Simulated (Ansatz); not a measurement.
```
CELL_PARAMETERS angstrom
     21.50000     0.00000     0.00000
      0.00000    21.50000     0.00000
      0.00000     0.00000     3.29900
ATOMIC_POSITIONS crystal
  P  0.68094 0.53967 0.50000
  P  0.72194 0.59967 0.00000
  P  0.62307 0.63845 0.00000
  P  0.62097 0.71109 0.50000
  P  0.51818 0.68435 0.50000
  P  0.47379 0.74188 0.00000
  P  0.40636 0.65983 0.00000
  P  0.33662 0.68028 0.50000
  P  0.33030 0.57426 0.50000
  P  0.26186 0.54982 0.00000
  P  0.31906 0.46033 0.00000
  P  0.27806 0.40033 0.50000
  P  0.37693 0.36155 0.50000
  P  0.37903 0.28891 0.00000
  P  0.48182 0.31565 0.00000
  P  0.52621 0.25812 0.50000
  P  0.59364 0.34017 0.50000
  P  0.66338 0.31972 0.00000
  P  0.66970 0.42574 0.00000
  P  0.73814 0.45018 0.50000
```

Method: PBE (plane waves to 420 eV, PAW; Ansatz, an electronic-structure program). Mesh 1×1×10. No spin polarisation. Isolated but for its images some 11 Å away. A hypothetical model, rolled from the flat sheet. Only distortions within the start's symmetry and period were free.

Q: Tabulate the two highest filled and two lowest empty levels along the axis, from the valence top.

A: 
```csv
k (2π/c),v2 (eV),v1 (eV),c1 (eV),c2 (eV)
0.000,-0.10,-0.10,1.75,1.75
0.042,-0.07,-0.07,1.91,1.91
0.083,-0.02,-0.02,2.32,2.32
0.125,0.00,0.00,2.80,2.80
0.167,-0.03,-0.03,2.54,2.54
0.208,-0.11,-0.11,2.25,2.25
0.250,-0.28,-0.28,2.05,2.05
0.292,-0.45,-0.41,1.97,1.97
0.333,-0.44,-0.35,1.90,1.90
0.375,-0.49,-0.34,1.81,1.81
0.417,-0.59,-0.41,1.80,1.80
0.458,-0.76,-0.53,1.86,1.86
0.500,-0.71,-0.71,2.01,2.01
```
